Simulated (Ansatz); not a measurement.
LiH (Fm-3m), Ansatz (a program for electronic structure) with r2SCAN, rigid bands: Condition of this run: functional r2SCAN on the same cell. band gap 3.62 eV, N_c = 2.61e19 cm⁻³ and N_v = 1.26e20 cm⁻³ at 300 K, conductivity masses of 0.311 mₑ (electrons) and 0.492 mₑ (holes). Take k_BT = 0.02585 eV.

Task: What thermal injection velocity √(2k_BT/πm) limits a ballistic channel?

Result: 9.65e6 cm/s for electrons and 7.67e6 cm/s for holes, a ratio of √(m_h/m_e) = 1.26, for dilute carriers.

Task: Find the intrinsic carrier density and the intrinsic Fermi level.

Result: n_i = √(N_c N_v) exp(−E_g/2k_BT) = 5.73e19 × exp(−70.01) = 2.2e-11 cm⁻³. The level lies (k_BT/2) ln(N_v/N_c) = 20 meV from mid-gap (positive towards the conduction band). Each 0.1 eV added to the gap lowers n_i by a factor of 6.9.

Task: A film of it is 5 nm thick. Estimate the confinement energies in an infinite well.

Result: ħ²π²/(2m t²) = 0.376 eV·nm²/(m/mₑ × t²) gives 48.4 meV for electrons and 30.6 meV for holes, so the gap would widen to about 3.70 eV. Finite barriers and nonparabolic bands lower this, and with several valleys or bands the heaviest mass along the normal sets the lowest level, not this average.

Rigid, parabolic bands with the computed gap; masses take one relaxation time for all states. Spin-orbit coupling is left out. Geometry: cell and atoms relaxed with PBEsol.
